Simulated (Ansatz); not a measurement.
The parent structure is Rh in the fcc (Cu type) structure (space group Fm-3m, No. 225; a = 3.755 Å; relaxed with 0.1 eV smearing). Axes: x, y, z lie along the cube axes.

Level of theory: LDA (Ansatz, a first-principles code, PAW, spin-orbit coupling left out).

It is then changed as follows: biaxial strain +0.42 %, plane normal [111], relaxed out of plane (Cartesian); in-plane vectors clamped, the third vector and the atoms free.

Task: Predict the new in-plane stress, out-of-plane strain and energy relative to the base.

Result: The mean in-plane stress (compression positive) comes out as -2.8 GPa; the out-of-plane strain is -0.23 %; the energy goes up by 1.0 meV/atom.

Stability against distortions was not tested. All final runs are without spin polarisation.
